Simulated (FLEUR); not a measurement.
Band structure of Cd (P6_3/mmc, 4 atoms in the cell).

```
Cd
1.0
    3.18870     0.00000     0.00000
   -1.59435     2.76150     0.00000
    0.00000     0.00000    10.25967
Cd
4
Direct
  0.00000   0.00000   0.00000
  0.00000   0.00000   0.50000
  0.33333   0.66667   0.25000
  0.66667   0.33333   0.75000
```

Level of theory: PBE, all-electron FLAPW (FLEUR), scalar-relativistic valence run with FLEUR.

Settings: Kmax = 3.8 1/bohr; GmaxXC = 11.4 1/bohr; xcFunctional = pbe; jspins = 1; l_soc = F; mode = hist; fermiSmearingEnergy = 0.00367493 Htr; mesh (inpgen div1-3) = 8 8 3; inpgen gamma flag = true; Gmax = 11.4 1/bohr; numbands = 0; maxIterBroyd = 15; imix = Anderson; alpha = 0.05.

The starting cell was generated: these elements placed on a structure prototype, without a prior relaxation; it need not be a known phase or ordering of this composition. Its lattice was rescaled by a random factor within 2.5 % of one. Values depend on the basis (sphere radii, cutoffs, local orbitals), which need not be converged.

These are the values that this program gave, and no reference: the default basis lacks the next d shell.

Levels in eV from the Fermi level, bands 33 to 40:
```tsv
point	33	34	35	36	37	38	39	40
Γ	-8.41	-6.87	-6.87	-2.17	-1.23	6.45	6.45	11.85
M	-2.65	-2.60	-1.61	-1.49	-0.62	-0.39	3.10	3.56
K	-0.99	-0.71	-0.71	0.45	0.74	0.94	0.94	1.28
A	-8.17	-8.17	-4.71	-4.71	2.06	2.06	11.24	11.24
L	-2.38	-2.38	-2.18	-2.18	0.58	0.58	1.56	1.56
H	-0.60	-0.60	-0.44	-0.44	0.00	0.00	2.60	2.60
```
